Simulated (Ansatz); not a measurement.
# Ansatz run on a (110) slab of Hf (cut from a parent of space group no. 194; 10 atoms in the cell): self-consistent single point

Method: PBEsol, default PAW files made with PBE (plane waves; Ansatz, a program for electronic structure).

The input file:

Ansatz 0.2 input:
```yaml
crystal:
  lattice:
    - [5.045040, 0.000000, 0.000000]
    - [0.000000, 5.529364, 0.000000]
    - [0.000000, 0.000000, 16.384800]
  atoms:
    - { symbol: Hf, position: [0.750000, 0.416667, 0.305161] }
    - { symbol: Hf, position: [0.250000, 0.750000, 0.305161] }
    - { symbol: Hf, position: [0.750000, 0.916667, 0.402580] }
    - { symbol: Hf, position: [0.250000, 0.250000, 0.402580] }
    - { symbol: Hf, position: [0.750000, 0.416667, 0.500000] }
    - { symbol: Hf, position: [0.250000, 0.750000, 0.500000] }
    - { symbol: Hf, position: [0.750000, 0.916667, 0.597420] }
    - { symbol: Hf, position: [0.250000, 0.250000, 0.597420] }
    - { symbol: Hf, position: [0.750000, 0.416667, 0.694839] }
    - { symbol: Hf, position: [0.250000, 0.750000, 0.694839] }
kpoints:
  mp_grid:
    grid: [5, 5, 1]
hamiltonian:
  xc: pbesol
  pseudopotentials:
    kind: paw
scf:
  occupations:
    method: cold
    width: 0.0037 Ry
output:
  forces: true
  eigenvalues: true
  stress: true
```

Output, abridged:

```
WARN basis.ecutwfc = 420 eV, the default
WARN ansatz: RAYON_NUM_THREADS=1 ignored (pool sized by the plan → 1); use --threads N
Pseudopotentials: kind: paw
Pseudopotential: Hf, paw, valence charge 26
Crystal: 10 atoms, lattice volume = 457.068 Å³
Basis set: ecut = 420 eV, 8977 PW (Γ), exchange–correlation on 72×80×240 points (8 copies of the dense FFT grid, shifted against one another)
Bands: 156, of which v1, the nominal top of the filled ones, is band 130 counted from 1 (129 counted from 0)
Symmetry: 8 space group operations
Space group: Pmma (ITA 51), of the structure as read, at distance tolerance 7.7e-5 Å
k-points: 9 of 25
PAW frozen core: Hf, regenerated for the run's functional, and the local potential with it
Initial density: superposition of atomic densities (neutral atoms: chi_scale 0, normalization atom), corrected by the library's trained network
Initial wavefunctions: pseudopotential atomic-orbital guess
Eigensolver: davidson
Functional: x = pbesol(κ = 0.804, μ = 0.12345679012345678), c = pbesol(β = 0.046)
SCF iter   1: F=—  HF=-155972.622395 eV  |F-HF|=—  |Δ(HF+E_count)|=         —  Δρ=5.29e-3  dr2=8.07e-1  ethr=1.77e-3  ⟨swp⟩=5.0  Hψ=4348  notcnv=0  defer=34
all-band conjugate gradients solve this SCF's bands
preconditioner: auto → LDOS
SCF iter   2: F=—  HF=-155972.637958 eV  |F-HF|=—  |Δ(HF+E_count)|=   1.56e-2  S|Δr|=    0.00e0  Δρ=5.56e-3  dr2=1.62e0  ethr=3.11e-4  ⟨swp⟩=3.0  Hψ=1924  notcnv=0  defer=165
SCF iter   3: F=—  HF=-155972.514988 eV  |F-HF|=—  |Δ(HF+E_count)|=   1.23e-1  S|Δr|=    0.00e0  Δρ=1.10e-3  dr2=3.33e-2  ethr=3.11e-4  ⟨swp⟩=2.8  Hψ=1793  notcnv=0  defer=165
SCF iter   4: F=—  HF=-155972.513063 eV  |F-HF|=—  |Δ(HF+E_count)|=   1.93e-3  S|Δr|=    0.00e0  Δρ=3.89e-4  dr2=1.73e-3  ethr=1.28e-5  ⟨swp⟩=2.0  Hψ=2135  notcnv=0  defer=163
SCF iter   5: F=—  HF=-155972.512927 eV  |F-HF|=—  |Δ(HF+E_count)|=   1.36e-4  S|Δr|=    0.00e0  Δρ=2.17e-4  dr2=3.84e-4  ethr=6.66e-7  ⟨swp⟩=2.1  Hψ=2379  notcnv=0  defer=163
SCF iter   6: F=—  HF=-155972.512825 eV  |F-HF|=—  |Δ(HF+E_count)|=   1.01e-4  S|Δr|=    0.00e0  Δρ=6.27e-5  dr2=5.70e-5  ethr=1.48e-7  ⟨swp⟩=2.1  Hψ=2377  notcnv=0  defer=163
SCF iter   7: F=—  HF=-155972.512830 eV  |F-HF|=—  |Δ(HF+E_count)|=   5.01e-6  S|Δr|=    0.00e0  Δρ=3.51e-5  dr2=1.97e-5  ethr=2.19e-8  ⟨swp⟩=2.4  Hψ=2074  notcnv=0  defer=163
SCF iter   8: F=—  HF=-155972.512830 eV  |F-HF|=—  |Δ(HF+E_count)|=   1.81e-8  S|Δr|=    0.00e0  Δρ=1.30e-5  dr2=6.18e-6  ethr=7.56e-9  ⟨swp⟩=2.0  Hψ=1801  notcnv=0  defer=163
SCF iter   9: F=—  HF=-155972.512831 eV  |F-HF|=—  |Δ(HF+E_count)|=   6.93e-7  S|Δr|=    0.00e0  Δρ=6.65e-6  dr2=5.04e-7  ethr=2.38e-9  ⟨swp⟩=2.2  Hψ=1423  notcnv=0  defer=163
SCF iter  10: F=-155972.512831 eV  HF=-155972.512831 eV  |F-HF|=2.08e-8  |Δ(HF+E_count)|=   5.81e-8  S|Δr|=    0.00e0  Δρ=2.97e-6  dr2=8.49e-8  ethr=3.85e-11  ⟨swp⟩=13.0  Hψ=7533  notcnv=0
SCF 1 converged in 10 iterations: F = -155972.512831 eV  dr2 = 8.49e-8
SCF converged after 10 iterations
Stability not checked (fill_not_monotonic)
Free energy (F): -155972.512831 eV
Harris-Foulkes:  -155972.512831 eV  (|F-HF|=2.08e-8)
Internal energy: -155972.511817 eV  (E = F + TS)
E sigma→0 (E₀):  -155972.512493 eV
Entropy (-TS):   -0.001014 eV (-0.101 meV/atom)
Fermi energy:    8.137349 eV
Step filling:    the computed levels leave a gap of 0.0279 eV = 0.6 smearing widths
--- Per-component energies (eV) ---
  E_band       = -2736.205333
  E_kinetic    = 4224.692804
  E_local      = -213209.580003  (includes V_loc(G=0)·N_el)
  E_nonlocal   = -12389.548655
  E_hartree    = 103541.210220
  E_xc         = -2964.448138
  E_vxc        = -2642.156064  (∫ρ·V_xc dr)
  E_paw        = -68068.811645  (= ΣΔE_a)
  E_vpaw       = 14198.083187  (= ΣTr[D̂ρ^β])
  E_aug_tail   = -0.000013  (compensation charges beyond the density's cutoff)
  E_ewald      = 32881.462697
  E_core_change = 12.510916  (= ΣΔE_core)
  E_smearing   = -0.001014  (= −TS)
  E_closure    = 0.000000  (closes the sum)
  Σ components = -155972.512831   (vs F -155972.512831, Δ=0.00e0)
--- Forces (eV/Å), atoms counted from 1 ---
  atom   1  Hf     0.00000000    -0.86231687     1.05521573
  atom   2  Hf     0.00000000     0.86231687     1.05521573
  atom   3  Hf     0.00000000     0.34601388    -0.23620820
  atom   4  Hf     0.00000000    -0.34601388    -0.23620820
  atom   5  Hf     0.00000000    -0.19490412     0.00000000
  atom   6  Hf     0.00000000     0.19490412     0.00000000
  atom   7  Hf     0.00000000     0.34601388     0.23620820
  atom   8  Hf     0.00000000    -0.34601388     0.23620820
  atom   9  Hf     0.00000000    -0.86231687    -1.05521573
  atom  10  Hf     0.00000000     0.86231687    -1.05521573
  max |Σ_I F_I| component: 1.11e-16 eV/Å
--- Stress (GPa, compression-positive) ---
       -4.276496       0.000000       0.000000
        0.000000      -4.876401       0.000000
        0.000000       0.000000      -4.203332
  P = ⅓ Tr σ = -4.4521 GPa (-44.521 kbar)
  The stress holds the Pulay correction. Without it, at fixed plane waves, as pw.x and ABINIT print it: P = -4.4717 GPa
--- Band table (eV; the first three rows and the last of 9) ---
  k-point 0: bands = ["-54.3656", "-54.3655", "-54.3413", "-54.3413", "-53.7129", "-53.6685", "-53.6600", "-53.6486", "-53.6446", "-53.6362", "-23.2095", "-23.1957", "-23.1327", "-23.1156", "-23.1135", "-23.1020", "-22.9641", "-22.9615", "-22.8552", [...]
  k-point 1: bands = ["-54.3654", "-54.3654", "-54.3414", "-54.3414", "-53.7094", "-53.6727", "-53.6601", "-53.6509", "-53.6418", "-53.6362", "-23.2128", "-23.1960", "-23.1345", "-23.1171", "-23.1050", "-23.0956", "-22.9553", "-22.9552", "-22.8544", [...]
  k-point 2: bands = ["-54.3652", "-54.3651", "-54.3416", "-54.3415", "-53.7007", "-53.6828", "-53.6602", "-53.6515", "-53.6398", "-53.6362", "-23.2180", "-23.1967", "-23.1375", "-23.1193", "-23.0898", "-23.0843", "-22.9446", "-22.9388", "-22.8630", [...]
  k-point 8: bands = ["-54.3568", "-54.3568", "-54.3495", "-54.3495", "-53.6862", "-53.6776", "-53.6591", "-53.6525", "-53.6521", "-53.6447", "-23.2097", "-23.1918", "-23.1873", "-23.1728", "-23.0464", "-23.0458", "-23.0289", "-23.0235", "-22.8247", [...]
```

The run converged in 10 iterations.

The starting cell comes from a database of computed structures (which also holds hypothetical and non-ambient phases and stackings), without a prior relaxation at this level. The slab is cut from that crystal, and its faces are unrelaxed. Spin-orbit coupling is off. Forces in this geometry exceed 1 eV/Å.
